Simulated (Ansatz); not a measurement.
Start from TaC in the rock salt structure (space group Fm-3m, No. 225; a = 4.4400 Å).

The values are results of PBEsol (Ansatz, a first-principles code), spin-orbit coupling left out, not measurements.

For the base:

| Property | Result |
|---|---|
| Lattice parameter a | 4.440 Å |

Perturbation: a hydrostatic pressure of 15 GPa.

Q: Predict the new lattice parameter a.

A: The lattice parameter a shrinks by 0.059 Å to 4.381 Å.

Load acts through the strain it causes; cell and atoms are relaxed under it. Whether these cells are dynamically stable was not tested. Competing high-pressure phases were not computed. The final runs are not spin-polarised. An odd electron count without spin: TaC.
